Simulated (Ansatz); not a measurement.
**YOF (space group R-3m, No. 166)**

```
CELL_PARAMETERS angstrom
      1.88710     1.08951     6.27280
     -1.88710     1.08951     6.27280
      0.00000    -2.17903     6.27280
ATOMIC_POSITIONS crystal
  Y  0.74126 0.74126 0.74126
  Y  0.25874 0.25874 0.25874
  O  0.62153 0.62153 0.62153
  O  0.37847 0.37847 0.37847
  F  0.13015 0.13015 0.13015
  F  0.86985 0.86985 0.86985
```

All numbers come from Ansatz (a quantum-chemistry and plane-wave program) PBEsol, spin-orbit coupling left out. Settings: 10×10×10 k-points, 0.05 eV Fermi–Dirac smearing.

```yaml
volume_per_atom: 12.90 Å³
density: 5.32 g/cm³
band_gap: 4.96 eV, direct at H₀–L (14 % along)
total_energy: -1720.944 eV/atom (σ→0; compares only within this code and set-up)
```

Whether these cells are dynamically stable was not tested.
